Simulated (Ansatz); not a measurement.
The starting structures come from a database of crystals and need not be the phases stable at ambient conditions.

 Where the default PAW files enter, the runs use the earlier of Ansatz's two default sets.

```xyz
9
Lattice="5.7417 0.0000 0.0000 -2.8709 4.9725 0.0000 2.8709 1.6575 4.6881" Properties=species:S:1:pos:R:3 pbc="T T T"
K      2.8709     1.6575     1.1720
K      2.8709     4.9725     3.5161
H      4.0315     2.3276     3.7405
H      1.7102     4.3024     0.9477
H      7.4520     2.3276     3.7405
H      4.0315     4.3024     0.9477
H      5.7417     5.2898     3.7405
H      5.7417     1.3402     0.9477
Pt     0.0000     0.0000     0.0000
```

Space group of this cell: Fm-3m. The cell is taken as given.

Transport runs along the normal of the first two printed cell vectors, the (111) plane of the conventional cell.

The gap is the functional's own. No spin-orbit coupling. Mid-gap values are interpolated on the energy grid.

### Question
Give the band gap and the smallest decay constant κ at mid-gap that r2SCAN (Ansatz, an electronic-structure program) yields.

### Answer
Gap 4.36 eV on a 8×8×8 mesh; κ = 0.425 1/Å, at (0.500, 0.000) of the in-plane reciprocal vectors. At the zone centre, at the nearest computed energy, the slowest state has κ = 0.44 1/Å.
